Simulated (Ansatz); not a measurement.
# FeBr₃ (R-3, No. 148; cell taken from a computed entry)

The numbers are results of LDA (Ansatz, an electronic-structure program, plane waves, PAW), not measurements.

Run with plane-wave cutoff 500 eV, 8×8×8 k mesh, Fermi–Dirac smearing 0.05 eV, spin-polarised start, scalar-relativistic PAW data made under PBE.

Cell: relaxed at this level.

For FeBr₃ (R-3, No. 148; cell taken from a computed entry), the equilibrium volume per atom comes out as 22.35 Å³/atom.

Note: the magnetic order was assumed, not searched for or taken from measurement; the relaxation could not lower the start's symmetry, so the cell can be a saddle point above a distorted one.

The computed numbers hold no vibrational or temperature effects.

Computing time: around 40 core-minutes (rough).
